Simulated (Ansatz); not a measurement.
## MoSi2: stress against strain

MoSi2 (MoSi2 type, I4/mmm, 13.267 Å³/atom and stress up to 0.01 GPa in the relaxed cell, c along z) under a strain ε along a (axis x), the other axes held. PBEsol in Ansatz, a plane-wave DFT program (PAW, default set), 420 eV, 25×25×25 Γ-centred mesh, Fermi-Dirac smearing 0.10 eV; ions are relaxed, or left where forces stay under 0.02 eV/Å, within the symmetry of each cell. Stress is positive for a compressed cell.

Here s stands for strain and y for stress xx.

| strain (%) | stress xx (GPa) |
|---|---|
| -3.00 | ? |
| -1.50 | 6.44 |
| -1.00 | 4.24 |
| -0.50 | 2.09 |
| 0.00 | 0.00 |
| 0.50 | -2.04 |
| 1.00 | -4.02 |
| 1.50 | -5.94 |

Using a straight line, estimate the missing y at s = -3.00 from the other rows, showing the fit.

Means: s 0, y 0.110. About the means, the sum of products is -28.895 and the sum of squares of s is 7.0000; the slope is their ratio. Least squares gives y = 0.110 - 4.1279·s. Residuals (row less fit): 0.138, 0.002, -0.084, -0.110, -0.086, -0.002, 0.142; standard error 0.115 (degrees of freedom: 5). The slope gives the elastic constant C11 = about 410 GPa. At the withheld row, y = 0.110 - 4.1279 × (-3.0) = 12.494 GPa. The calculation gives 13.38 GPa, 0.886 GPa above the prediction (4.6 % of the range of y in the table). The row lies outside the fitted rows, so this is an extrapolation. From the scatter of the fitted rows alone, a prediction at this place has a standard error of 0.179 GPa, so the miss is 4.9 times that.

A polynomial of degree 2 through the 12 other runs of the series gives 13.38 there, so most of the miss is curvature that the fit leaves out. In a metal these values are sensitive to mesh and smearing; energies are taken to zero smearing, stresses follow the free energy. Rows are the converged runs of the series near zero and its far end; series whose fitted rows scatter by over a few per cent of the range, as at a crossing or softening among them, aren't shown in this form, nor equations of state whose B0' disagrees with the runs' pressures. Most that stay on the fit to the last digits aren't either.
